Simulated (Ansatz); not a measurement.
Base system: BeRh in the CsCl type structure (space group Pm-3m, No. 221; a = 2.7529 Å; a cell from a computed database, its experimental status unchecked). Axes: x, y, z lie along the cube axes.

The values are results of Kohn–Sham DFT with the PBEsol functional, run in Ansatz (a quantum-chemistry and plane-wave program) with PAW and 420 eV plane waves, scalar-relativistic without spin-orbit coupling, not measurements.

Before the change:

* **Band gap**: zero
* **Shortest interatomic distance**: 2.384 Å

The change: a free-standing slab of 4 layers (8 atoms, 2 a layer) is cut normal to [110], with 15 Å of vacuum and the in-plane cell held at bulk.

Q: What happens to the excess energy per area of both faces?

A: The excess energy per area of both faces (slab less bulk energy over the cell's area: twice a surface energy) comes out as 5.2 J/m² (uncertain by up to 0.1 J/m²).

Q: Predict the new band gap.

A: The band gap is still zero.

Q: What happens to the change of the spacing d12 from its bulk value of 1.947 Å?

A: The change of the spacing d12 from its bulk value of 1.947 Å amounts to -4.1 %.

Q: What does the calculation give for the change of the spacing d23 from its bulk value of 1.947 Å after the change?

A: The change of the spacing d23 from its bulk value of 1.947 Å comes out as +1.4 %.

Q: Predict the new shortest interatomic distance.

A: The shortest interatomic distance falls by 0.089 Å to 2.295 Å.

Slab and bulk use different k-meshes, which limits the precision of the excess energy. No phonon test of stability was made. All final runs are without spin polarisation. BeRh has a high density of states at the Fermi level and may be magnetic at this level.
